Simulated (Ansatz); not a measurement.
The reference is an 8-atom supercell of PbTe in the rock salt structure (space group Fm-3m, No. 225; a = 6.534 Å) at its relaxed geometry.

All numbers come from Kohn–Sham DFT with the r2SCAN functional, run in Ansatz (a quantum-chemistry and plane-wave program) with PAW and 500 eV plane waves, no spin-orbit coupling.

One neutral defect a cell, atoms relaxed at fixed cell.

One change was made to it. Results:

The pressure goes from zero to -0.4 GPa; the largest displacement of a host atom from its site in the perfect cell is 0.03 Å.

Name the change that was made.
A) Li interstitial (started 2.55 Å from the nearest host atom)
B) Fe on a Te site, symmetric start
C) Te on a Pb site (antisite)

C, Te on a Pb site (antisite). For comparison, the pressure in the other runs: Fe on a Te site, symmetric start gives -2.2 GPa; Li interstitial (started 2.55 Å from the nearest host atom) gives 2.3 GPa.

The magnetic state is the one reached from the starting moments; the real material's order can differ, and small cells can't hold many antiferromagnetic ones. The cell is small, so the values are those of an ordered compound at a high defect concentration; dilute-limit values will differ. The mesh was chosen for an insulator and is coarse for the gapless case. Defects with a symmetric start kept the site's symmetry and may sit on a saddle; the others started slightly shaken. Seeded moments were not kept for Li interstitial (started 2.55 Å from the nearest host atom).
